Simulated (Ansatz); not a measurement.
The reference is Cs3AuS in the anti-perovskite structure (space group Pm-3m, No. 221; a = 6.542 Å; a hypothetical phase, not in the database extracts checked).

The change: a hydrostatic pressure of 0.3 GPa.

Levels (all Ansatz, a program for electronic structure, PAW): PBEsol (420 eV, no SOC); PBEsol+SOC (420 eV, with spin-orbit coupling).

The geometry is relaxed with PBEsol.

PBEsol electron mass: 0.33 mₑ along k, 0.53 mₑ across (at X)
PBEsol band gap: 0.97 eV
PBEsol gap character: indirect, Γ → X

Problem. What does PBEsol+SOC give at this geometry for the electron mass, band gap and gap character?

Solution. The electron mass becomes 0.33 mₑ along k, 0.54 mₑ across (at X) (PBEsol: 0.33 mₑ along k, 0.53 mₑ across (at X)); the band gap decreases by 0.04 eV, from 0.97 eV to 0.93 eV; the gap character is still indirect, Γ → X.

Single points use the geometry relaxed with PBEsol. The spin-orbit shifts are approximate. Spin-orbit coupling, missing from the scalar runs, can matter with Au. Load acts through the strain it causes; cell and atoms are relaxed under it. Effective masses come from finite differences of ±0.01 Å⁻¹. Along k means along the line from Γ to the band edge. Stability against distortions was not tested.
